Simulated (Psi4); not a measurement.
Psi4 1.11, PBE0/def2-svpd, scf_type pk: Mg(SeH)(GeH3) ([GeH3][Mg][SeH]), 7 atoms. The geometry is a generated start, not checked to be a minimum at this level.

task: energy
method: pbe0
basis: def2-svpd
memory: 7 GB
e_convergence: 1e-08
d_convergence: 1e-07
guess: auto, which took SAD (default)
diis_max_vecs: 10 (default)
scf_initial_accelerator: adiis (default)
dft_radial_points: 75 (default)
dft_spherical_points: 302 (default)
basis functions: 132
grid points: 153611

```xyz
7

Mg     0.9341     0.4902    -0.4303
Se     0.3818     1.7126    -2.4592
H      1.6386     2.1992    -2.9248
Ge    -0.3711    -0.8238     1.1622
H     -0.6576    -2.2707     0.7914
H     -0.1238    -1.0043     2.6459
H     -1.8021    -0.3032     1.2148
```
Charge 0, spin multiplicity 1.

The reference run uses exact four-centre integrals (scf_type = pk). One run each, on a shared machine, so no times are given.

Settings tried, all else as in the reference:
- scf_type = cd, cholesky_tolerance = 0.0001 (default)
- scf_type = dfdirj+snlink
- scf_type = cd, cholesky_tolerance = 0.01
- scf_type = dfdirj+cosx, cosx_radial_points_final = 75, cosx_spherical_points_final = 302
- scf_type = cd, cholesky_tolerance = 1e-06
- scf_type = cd, cholesky_tolerance = 0.001
- scf_type = dfdirj+link
- scf_type = dfdirj+cosx, cosx_radial_points_final = 25, cosx_spherical_points_final = 50
- scf_type = dfdirj+cosx
- scf_type = mem_df
- scf_type = dfdirj+cosx, cosx_radial_points_final = 50, cosx_spherical_points_final = 194
- scf_type = cd, cholesky_tolerance = 1e-05

Question: Sort the settings: which keep to the reference within 1.0 meV/atom in energy, and which don't?

Answer: Within it: scf_type = cd, cholesky_tolerance = 1e-05; scf_type = cd, cholesky_tolerance = 1e-06; scf_type = mem_df; scf_type = dfdirj+cosx, cosx_radial_points_final = 75, cosx_spherical_points_final = 302; scf_type = cd, cholesky_tolerance = 0.0001 (default); scf_type = dfdirj+snlink; scf_type = dfdirj+link. At the edge (between 0.75 and 1.33 times the tolerance): scf_type = dfdirj+cosx, cosx_radial_points_final = 50, cosx_spherical_points_final = 194. Outside: scf_type = cd, cholesky_tolerance = 0.001; scf_type = dfdirj+cosx, cosx_radial_points_final = 25, cosx_spherical_points_final = 50; scf_type = dfdirj+cosx; scf_type = cd, cholesky_tolerance = 0.01.

| setting | energy against the reference |
|---|---|
| scf_type = cd, cholesky_tolerance = 1e-05 | +0.011 meV/atom |
| scf_type = cd, cholesky_tolerance = 1e-06 | +0.011 meV/atom |
| scf_type = mem_df | −0.27 meV/atom |
| scf_type = dfdirj+cosx, cosx_radial_points_final = 75, cosx_spherical_points_final = 302 | −0.27 meV/atom |
| scf_type = cd, cholesky_tolerance = 0.0001 (default) | +0.43 meV/atom |
| scf_type = dfdirj+snlink | −0.47 meV/atom |
| scf_type = dfdirj+link | −0.49 meV/atom |
| scf_type = dfdirj+cosx, cosx_radial_points_final = 50, cosx_spherical_points_final = 194 | −0.88 meV/atom |
| scf_type = cd, cholesky_tolerance = 0.001 | −3.0 meV/atom |
| scf_type = dfdirj+cosx, cosx_radial_points_final = 25, cosx_spherical_points_final = 50 | +6.0 meV/atom |
| scf_type = dfdirj+cosx | −8.8 meV/atom |
| scf_type = cd, cholesky_tolerance = 0.01 | −1300 meV/atom |

Total energies are compared; such shifts often cancel in part in energy differences. The DFDIRJ builders fit J, which adds its shift to that of exchange. Psi4 runs the final COSX grid once, on the density of the start grid. Also tried and not ranked: scf_type = direct (same energy as a listed run). The tolerance is a choice made for this comparison.
